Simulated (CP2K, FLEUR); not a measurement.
A FLEUR input for a self-consistent single point of Ti₃Al₅ (Pmmm, 8 atoms in the cell) (DFT, PBEsol, all-electron FLAPW (FLEUR), scalar-relativistic valence):

Input of the input generator:

```
Ti3Al5 crystal
&input film=f /
7.2439098302 0.0000000000 0.0000000000
0.0000000000 7.4536127383 0.0000000000
0.0000000000 0.0000000000 15.0101191743
1.0
1.0 1.0 1.0

8
22 0.0000000000 0.5000000000 0.2650700000
22 0.0000000000 0.5000000000 0.7349300000
22 0.5000000000 0.5000000000 0.0000000000
13 0.0000000000 -0.0000000000 0.0000000000
13 0.0000000000 -0.0000000000 0.5000000000
13 0.5000000000 0.5000000000 0.5000000000
13 0.5000000000 -0.0000000000 0.2422300000
13 0.5000000000 -0.0000000000 0.7577700000

&comp jspins=1 /
&exco xctyp='PBEs' /
&kpt div1=6 div2=6 div3=3 gamma=t /
&end /
```

```xml
<?xml version="1.0" encoding="UTF-8" standalone="no"?>
<fleurInput fleurInputVersion="0.39">
   <comment>
      Ti3Al5 crystal                                                                                      
   </comment>
   <calculationSetup>
      <cutoffs Kmax="4.2" Gmax="16.8" GmaxXC="16.8" numbands="0"/>
      <scfLoop itmax="80" minDistance="0.00001" maxIterBroyd="40" imix="Anderson" alpha="0.05" precondParam="0.0" spinf="2.0"/>
      <coreElectrons ctail="T" frcor="F" kcrel="0" coretail_lmax="0"/>
      <xcFunctional name="PBEs" relativisticCorrections="F"/>
      <magnetism jspins="1"/>
      <soc l_soc="F" theta="0.0" phi="0.0" spav="F"/>
      <expertModes spex="0" secvar="F"/>
      <geometryOptimization l_f="T" forcealpha="1.0" forcemix="BFGS" epsdisp="0.00001" epsforce="0.00001"/>
      <ldaU l_linMix="F" mixParam="0.05" spinf="1.0"/>
   </calculationSetup>
   <cell>
      <bzIntegration valenceElectrons="51.0" mode="hist" fermiSmearingEnergy="0.00367493">
         <kPointListSelection listName="default-1"/>
         <!-- k-points included here -->
         <xi:include xmlns:xi="http://www.w3.org/2001/XInclude" href="kpts.xml"> </xi:include>
      </bzIntegration>
      <!-- symmetry operations included here -->
      <xi:include xmlns:xi="http://www.w3.org/2001/XInclude" href="sym.xml"> </xi:include>
      <bulkLattice scale="1.0">
         <bravaisMatrix>
            <row-1>    7.2439098301999998     0.0000000000000000     0.0000000000000000</row-1>
            <row-2>    0.0000000000000000     7.4536127383000004     0.0000000000000000</row-2>
            <row-3>    0.0000000000000000     0.0000000000000000    15.0101191742999998</row-3>
         </bravaisMatrix>
      </bulkLattice>
   </cell>
   <atomSpecies>
      <species name="Titanium (Ti)" element="Ti" atomicNumber="22">
         <mtSphere radius="2.57" gridPoints="885" logIncrement="0.014"/>
         <atomicCutoffs lmax="10" lnonsphr="8"/>
         <electronConfig flipSpins="F">
            <coreConfig>(1s1/2) (2s1/2) (2p1/2) (2p3/2)</coreConfig>
            <valenceConfig>(3s1/2) (3p1/2) (3p3/2) (4s1/2) (3d3/2) (3d5/2)</valenceConfig>
            <stateOccupation state="(3d3/2)" spinUp="0.4" spinDown="0.4"/>
            <stateOccupation state="(3d5/2)" spinUp="0.6" spinDown="0.6"/>
         </electronConfig>
         <energyParameters s="4" p="4" d="3" f="4"/>
         <lo type="SCLO" l="0" n="3" eDeriv="0"/>
         <lo type="SCLO" l="1" n="3" eDeriv="0"/>
      </species>
      <species name="Aluminum (Al)" element="Al" atomicNumber="13">
         <mtSphere radius="1.91" gridPoints="659" logIncrement="0.017"/>
         <atomicCutoffs lmax="8" lnonsphr="6"/>
         <electronConfig flipSpins="F">
            <coreConfig>(1s1/2) (2s1/2) (2p1/2) (2p3/2)</coreConfig>
            <valenceConfig>(3s1/2) (3p1/2) (3p3/2)</valenceConfig>
            <stateOccupation state="(3p1/2)" spinUp="0.1666666666667" spinDown="0.1666666666667"/>
            <stateOccupation state="(3p3/2)" spinUp="0.3333333333333" spinDown="0.3333333333333"/>
         </electronConfig>
         <energyParameters s="3" p="3" d="3" f="4"/>
      </species>
   </atomSpecies>
   <atomGroups>
      <atomGroup species="Titanium (Ti)">
         <relPos label="                   1">.0000000000 1.000/2.000 .2650700000</relPos>
         <relPos label="                   2">.0000000000 1.000/2.000 -.2650700000</relPos>
         <force calculate="T" relaxXYZ="TTT"/>
      </atomGroup>
      <atomGroup species="Titanium (Ti)">
         <relPos label="                   3">1.000/2.000 1.000/2.000 .0000000000</relPos>
         <force calculate="T" relaxXYZ="TTT"/>
      </atomGroup>
      <atomGroup species="Aluminum (Al)">
         <relPos label="                   4">.0000000000 .0000000000 .0000000000</relPos>
         <force calculate="T" relaxXYZ="TTT"/>
      </atomGroup>
      <atomGroup species="Aluminum (Al)">
         <relPos label="                   5">.0000000000 .0000000000 1.000/2.000</relPos>
         <force calculate="T" relaxXYZ="TTT"/>
      </atomGroup>
      <atomGroup species="Aluminum (Al)">
         <relPos label="                   6">1.000/2.000 1.000/2.000 1.000/2.000</relPos>
         <force calculate="T" relaxXYZ="TTT"/>
      </atomGroup>
      <atomGroup species="Aluminum (Al)">
         <relPos label="                   7">1.000/2.000 .0000000000 .2422300000</relPos>
         <relPos label="                   8">1.000/2.000 .0000000000 -.2422300000</relPos>
         <force calculate="T" relaxXYZ="TTT"/>
      </atomGroup>
   </atomGroups>
   <output dos="F" band="F" slice="F">
      <checks vchk="F" cdinf="F"/>
      <bandDOS minEnergy="-.5*Htr" maxEnergy="0.5*Htr" sigma="0.015" storeEVData="T"/>
      <vacuumDOS vacdos="F" integ="F" star="F" nstars="0" locx1="0.0" locy1="0.0" locx2="0.0" locy2="0.0" nstm="0" tworkf="0.0"/>
      <unfoldingBand unfoldBand="F" supercellX="1" supercellY="1" supercellZ="1"/>
      <plotting iplot="0" polar="F">
         <plot TwoD="T" vec1="  1.0  0.0  0.0" vec2="  0.0  1.0  0.0" vec3="  0.0  0.0  1.0" zero="  0.0  0.0  0.0" file="plot"/>
      </plotting>
      <chargeDensitySlicing numkpt="0" minEigenval="0.0" maxEigenval="0.0" nnne="0" pallst="F"/>
      <specialOutput eonly="F"/>
      <magneticCircularDichroism mcd="F" energyLo="-10.0" energyUp="0.0"/>
   </output>
  <!-- We include the file relax.xml here to enable relaxations (see documentation) -->
  <xi:include xmlns:xi="http://www.w3.org/2001/XInclude" href="relax.xml"> <xi:fallback/> </xi:include>
</fleurInput>
```

### Question
Give the CP2K input for the same structure, mesh, smearing and functional.

### Answer
One input that does it (others would too):

```
&GLOBAL
  PROJECT run
  RUN_TYPE ENERGY_FORCE
  PRINT_LEVEL MEDIUM
&END GLOBAL
&FORCE_EVAL
  METHOD Quickstep
  STRESS_TENSOR ANALYTICAL
  &DFT
    BASIS_SET_FILE_NAME BASIS_MOLOPT
    POTENTIAL_FILE_NAME GTH_POTENTIALS
    &QS
      METHOD GPW
      EPS_DEFAULT 1E-10
    &END QS
    &MGRID
      CUTOFF 600
      REL_CUTOFF 40
      NGRIDS 5
    &END MGRID
    &SCF
      SCF_GUESS ATOMIC
      EPS_SCF 1E-6
      MAX_SCF 100
      ADDED_MOS 9
      &DIAGONALIZATION
        ALGORITHM STANDARD
      &END DIAGONALIZATION
      &MIXING
        METHOD BROYDEN_MIXING
        ALPHA 0.3
        NBUFFER 8
        BETA 1
      &END MIXING
      &SMEAR ON
        METHOD FERMI_DIRAC
        ELECTRONIC_TEMPERATURE [K] 1160.45
      &END SMEAR
    &END SCF
    &KPOINTS
      SCHEME MONKHORST-PACK 6 6 3
      GAMMA_CENTERED T
    &END KPOINTS
    &XC
      &XC_FUNCTIONAL
        &PBE
          PARAMETRIZATION PBESOL
        &END PBE
      &END XC_FUNCTIONAL
    &END XC
    &PRINT
      &MO
        EIGENVALUES T
        OCCUPATION_NUMBERS T
        NDIGITS 8
        FILENAME mo
        &EACH
          QS_SCF 0
        &END EACH
        ADD_LAST NUMERIC
      &END MO
      &MULLIKEN ON
      &END MULLIKEN
    &END PRINT
  &END DFT
  &SUBSYS
    &CELL
      A 3.83331200 0.00000000 0.00000000
      B 0.00000000 3.94428200 0.00000000
      C 0.00000000 0.00000000 7.94301300
      PERIODIC XYZ
    &END CELL
    &COORD
      Ti       0.00000000     1.97214100     2.10545446
      Ti       0.00000000     1.97214100     5.83755854
      Ti       1.91665600     1.97214100     0.00000000
      Al       0.00000000     0.00000000     0.00000000
      Al       0.00000000     0.00000000     3.97150650
      Al       1.91665600     1.97214100     3.97150650
      Al       1.91665600     0.00000000     1.92403604
      Al       1.91665600     0.00000000     6.01897696
    &END COORD
    &KIND Ti
      BASIS_SET DZVP-MOLOPT-SR-GTH
      POTENTIAL GTH-PBE-q12
    &END KIND
    &KIND Al
      BASIS_SET DZVP-MOLOPT-SR-GTH
      POTENTIAL GTH-PBE-q3
    &END KIND
  &END SUBSYS
  &PRINT
    &FORCES ON
    &END FORCES
    &STRESS_TENSOR ON
    &END STRESS_TENSOR
  &END PRINT
&END FORCE_EVAL
```

Basis settings and potentials, where a program has them, do not carry over. This input uses DFT PBEsol, GPW, DZVP-MOLOPT-SR-GTH basis, GTH-PBE potentials (GTH_POTENTIALS).

The starting cell comes from a database of computed structures (which also holds hypothetical and non-ambient phases and stackings), without a prior relaxation at this level. Its lattice was rescaled by a random factor within 2.5 % of one. For this run, on top of that: lattice scaled by 0.98.
